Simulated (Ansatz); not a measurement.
## (Ti,Hf)Si2: Hf7TiSi16

A 24-atom cell of (Ti,Hf)Si2 started in the ZrSi2 (C49) type structure, site fractions Ti 0.125, Hf 0.875, short-range order -0.14 among the nearest mixed sites of the first mixed sublattice (0 is random, a negative value favours unlike neighbours), space group Cm at the end.

The mixing enthalpy is taken against the end members in the ZrSi2 (C49) type type (which need not be the stable form of every end member), relaxed in the same cell and mesh.

Method: PBE (plane waves to 420 eV, PAW; Ansatz, a program for electronic structure). Scalar-relativistic, without spin–orbit coupling; the runs are not spin-polarised. Its k-point mesh 6×5×5, Fermi–Dirac width 0.05 eV.

| Property | Value |
|---|---|
| volume per atom | 16.15 Å³ |
| Hf–Si bonds (within 1.22 times the sum of covalent radii) | 2.786 Å on average, from 2.674 to 3.003 (70) |
| Si–Ti bonds (within 1.22 times the sum of covalent radii) | 2.737 Å on average, from 2.636 to 2.947 (10) |
| mixing enthalpy per site of the mixed sublattice | 18 meV |
| departure of the mean lattice parameter from Vegard's line | under 0.15 %, inside the noise of the relaxations |

```
CELL_PARAMETERS angstrom
     -0.00064    -0.00051     7.29849
      1.83404    -7.24336     3.64961
      7.33471    -0.00040    -3.64989
ATOMIC_POSITIONS crystal
  Hf 0.00751 0.78928 0.05309
  Hf 0.50635 0.78926 0.05311
  Hf 0.25808 0.78819 0.55254
  Hf 0.75629 0.78819 0.55252
  Ti 0.74216 0.21244 0.44682
  Hf 0.24386 0.20974 0.44752
  Hf 0.99558 0.20869 0.94983
  Hf 0.49380 0.20835 0.94601
  Si 0.43583 0.11365 0.22683
  Si 0.92734 0.11364 0.22685
  Si 0.68102 0.11302 0.71660
  Si 0.17256 0.11301 0.71660
  Si 0.31544 0.89564 0.27650
  Si 0.81831 0.89241 0.27904
  Si 0.56554 0.89481 0.77590
  Si 0.06626 0.89216 0.77466
  Si 0.81188 0.49581 0.37588
  Si 0.31806 0.49585 0.37588
  Si 0.06314 0.49916 0.87542
  Si 0.56306 0.49913 0.87545
  Si 0.93806 0.49961 0.12562
  Si 0.44167 0.49529 0.12856
  Si 0.18834 0.49846 0.62502
  Si 0.68985 0.49421 0.62376
```
